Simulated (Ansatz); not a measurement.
Tunnelling through a barrier is set by its complex band structure: the current falls as exp(−2κd) with the smallest κ.

Given:

```yaml
crystal:
  lattice:
    - [3.92626, 0.00000, 0.00000]
    - [0.00000, 3.92626, 0.00000]
    - [1.96313, -1.96313, 2.77629]
  atoms:
    - { symbol: Si, position: [0.75000, 0.75000, 0.50000] }
    - { symbol: Si, position: [0.00000, 0.00000, 0.00000] }
```

The cell is strained (all lengths scaled by 1.02); by r2SCAN it stands under a pressure of -5.1 GPa.

Transport runs along the normal of the first two printed cell vectors, the (001) plane of the conventional cell.

The gap is the functional's own, uncorrected, and κ follows it; spin-orbit coupling is left out. Mid-gap means the computed energy nearest the middle.

Problem. Compute, with r2SCAN (Ansatz, a first-principles code), the band gap and the smallest decay constant κ at mid-gap.

Solution. Gap 0.87 eV on a 12×12×12 mesh; κ = 0.122 1/Å, at the zone centre.
